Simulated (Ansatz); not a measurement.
Si (diamond structure), Σ17 (223) [1-10] symmetric tilt. One C atom replaces one Si atom in a bicrystal of 62 atoms (one solute to 62 Å² of one boundary, a high coverage); atoms relaxed, cell held. Energies count from the site farthest from both boundaries, which lies only 5.1 Å away; negative means that the solute is drawn to the site. The cell is neutral, and spin is allowed where the electrons are odd. k-points: Γ-centred 2×6×1 mesh; occupations: Fermi-Dirac, 0.050 eV; spin polarisation not allowed. Spin-orbit coupling is left out.

Sites tried, by distance from the nearest boundary plane (Å): 0.00, 0.00, 1.23, 1.93.

Problem. Does C segregate by Ansatz (an electronic-structure program) with PBE, and with what energy at each site?

Solution. 0.00 Å: 0.17 eV; 0.00 Å: 0.17 eV; 1.23 Å: 0.68 eV; 1.93 Å: -0.36 eV. The most favoured site tried binds it by 0.36 eV.
